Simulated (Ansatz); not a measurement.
Sr$_{3}$AsN (Pm-3m), PBEsol, rigid bands run with Ansatz (a quantum-chemistry and plane-wave program): N_c = 1.05e19 cm⁻³ at 300 K and an electron conductivity mass of 0.341 mₑ.

Problem. For 1e17 electrons per cm³ at 300 K, place the Fermi level, estimate the Seebeck coefficient of a parabolic band with constant τ, and give mobility and conductivity for τ = 50 fs.

Solution. The level lies k_BT ln(N_c/n) = 0.120 eV below the conduction-band minimum. S ≈ −(k_B/e)[ln(N_c/n) + 5/2] = -616 μV/K, against -620 μV/K from the full bands (mean over directions). μ = eτ/m = 258 cm²/(V·s) and σ = neμ = 4.13 S/cm. τ is assumed, not computed.

Band transport and this doping are assumed; polarons and phonon drag are left out. Spin-orbit coupling is left out.

Computed structure with no diffraction record at hand here (it may be known, metastable or hypothetical): Sr3AsN (Pm-3m).
